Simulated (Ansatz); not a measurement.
Input:

```
AlP
1.0
    0.00000     2.75740     2.75740
    2.75740     0.00000     2.75740
    2.75740     2.75740     0.00000
Al P
1 1
Cartesian
  0.00000   0.00000   0.00000
  4.13609   4.13609   4.13609
```

The numbers are results of PBEsol, rigid bands (plane waves, PAW, scalar-relativistic; Ansatz, an electronic-structure program), not measurements. Condition of this run: hydrostatic pressure -2 GPa (the target of the relaxation). Geometry: cell and atoms relaxed with PBEsol, then loaded as said.

**Question.** Predict the electron conductivity mass (n e² τ/σ) at 300 K, by direction if it differs.

**Answer.** 0.34 mₑ.

**Question.** Predict the hole conductivity mass (n e² τ/σ) at 300 K, by direction if it differs.

**Answer.** 0.61 mₑ.

**Question.** And the band gap?

**Answer.** 1.50 eV at this level; semilocal functionals usually fall short of the measured gap.

Rigid bands, one relaxation time for all states, no polarons. Spin-orbit coupling is left out; where it splits the top of the valence band it changes the hole mass and lowers the gap by about a third of the splitting.
